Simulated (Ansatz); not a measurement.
An Ansatz (a first-principles code) run: Cu with a change (biaxial strain +2.08 %, plane normal [111], relaxed out of plane); Kohn–Sham DFT with the LDA functional, run in Ansatz with PAW and 420 eV plane waves, no spin-orbit coupling.

Input:

Ansatz 0.2 input:
```yaml
crystal:
  lattice:
    - [2.5396070507, 0, 0]
    - [1.2698035253, 2.1993642215, 0]
    - [1.2698035253, -0.7331214072, 2.0102030141]
  atoms:
    - { symbol: Cu, position: [0, 0, 0] }
basis: { ecutwfc: 420, ecutrho_ratio: 4, xc_grid: 2, fft_grid_basis: typed }
kpoints: { mp_grid: { grid: [32, 32, 32] } }
hamiltonian:
  xc: lda
  dispersion: none
  pseudopotentials: { kind: paw }
scf: { occupations: { method: fermi_dirac, width: 0.1 } }
relax: { f_tol: 0.005, max_steps: 50, cell: { stress_tol: 0.01, fix: [a, b, gamma] } }
output: { forces: true, stress: true }
checkpoint: { write: state.ck, write_every: 1000 }
```

Output (explanatory and most iteration lines left out):

```
Relaxation: its limit of steps is 50 (relax.max_steps)
Pseudopotential: Cu, paw, valence charge 19
Crystal: 1 atoms, lattice volume = 11.228 Å³
Basis set: ecut = 420 eV, 205 PW (Γ), exchange–correlation on 36×36×36 points (8 copies of the dense FFT grid, shifted against one another)
Bands: 14, of which v1, the nominal top of the filled ones, is band 10 counted from 1 (9 counted from 0)
Symmetry: 12 space group operations
Space group: R-3m (ITA 166), of the structure as read, at distance tolerance 2.2e-5 Å
k-points: 3009 of 32768
Functional: x = slater, c = lda
SCF iter   1: F=—  HF=-6555.723499 eV  |F-HF|=—  |Δ(HF+E_count)|=         —  Δρ=2.34e-2  dr2=2.71e-2  ethr=1.77e-3  ⟨swp⟩=5.3  Hψ=211828  notcnv=0
SCF iter   2: F=—  HF=-6555.716364 eV  |F-HF|=—  |Δ(HF+E_count)|=   7.14e-3  Δρ=1.93e-3  dr2=3.36e-4  ethr=1.43e-4  ⟨swp⟩=2.7  Hψ=91428  notcnv=0  defer=407
SCF 1 converged in 6 iterations: F = -6555.716324 eV  dr2 = 3.09e-12
relax step   1: F+E_penalty+E_count = -6555.71632449 eV  Δ(F+E_penalty+E_count) = +0.000e0 eV  max|allowed force component| = 0.000e0 eV/Å  Δτ_max = 0.0000 Å  P = -5.190 GPa  Ω = 11.228 Å³  fix = [a, b, gamma]  reactions: a -6.962, b -6.962 GPa  (6 SCF iters, dr2 threshold 1.00e-7 eV, accepted)
[... steps on the carried basis left out ...]
relax step   4: F+E_penalty+E_count = -6555.71668270 eV  Δ(F+E_penalty+E_count) = +4.755e-7 eV  max|allowed force component| = 0.000e0 eV/Å  Δτ_max = 0.0000 Å  P = -4.227 GPa  Ω = 11.167 Å³  energy of the carried Pulay correction = +4.294e-5 eV  fix = [a, b, gamma]  reactions: a -6.340, b -6.340 GPa  (7 SCF iters, dr2 threshold 1.01e-9 eV, accepted)
Crystal: 1 atoms, lattice volume = 11.167 Å³
SCF iter   1: F=—  HF=-6555.716641 eV  |F-HF|=—  |Δ(HF+E_count)|=         —  Δρ=1.62e-5  dr2=3.76e-9  ethr=1.90e-10  ⟨swp⟩=4.1  Hψ=365089  notcnv=0
SCF iter   2: F=—  HF=-6555.716641 eV  |F-HF|=—  |Δ(HF+E_count)|=  2.12e-10  Δρ=7.12e-6  dr2=7.10e-10  ethr=1.98e-11  ⟨swp⟩=1.0  Hψ=42242  notcnv=0
SCF 5 converged in 9 iterations: F = -6555.716641 eV  dr2 = 5.43e-21
SCF converged after 9 iterations
Free energy (F): -6555.716641 eV
Internal energy: -6555.706968 eV  (E = F + TS)
E sigma→0 (E₀):  -6555.711804 eV
Entropy (-TS):   -0.009673 eV (-9.673 meV/atom)
Fermi energy:    17.594219 eV
--- Forces (eV/Å), atoms counted from 1 ---
  atom   1  Cu     0.00000000     0.00000000     0.00000000
--- Stress (GPa, compression-positive) ---
       -6.338960      -0.000000      -0.000000
       -0.000000      -6.338960      -0.000000
       -0.000000      -0.000000       0.000446
  P = ⅓ Tr σ = -4.2258 GPa (-42.258 kbar)
--- Relaxed structure (4 steps of the walk, 4 accepted, 1 SCFs on fresh bases) ---
  cell:  # Å, volume = 11.1670 Å³
    - [2.5396070506790567, 2.8867479720981144e-11, 4.2111899914824135e-11]
    - [1.2698035253145283, 2.199364221532571, 3.929091129746446e-11]
    - [1.2698035253147095, -0.7331214071748547, 1.9992828841014487]
  atoms:
    - { symbol: Cu, position: [0.0, 0.0, 0.0] }
```

Stability against distortions was not tested. All final runs are without spin polarisation. The cell was made from Cu in the fcc (Cu type) structure (space group Fm-3m, No. 225) by this change: biaxial strain +2.08 %, plane normal [111], relaxed out of plane.
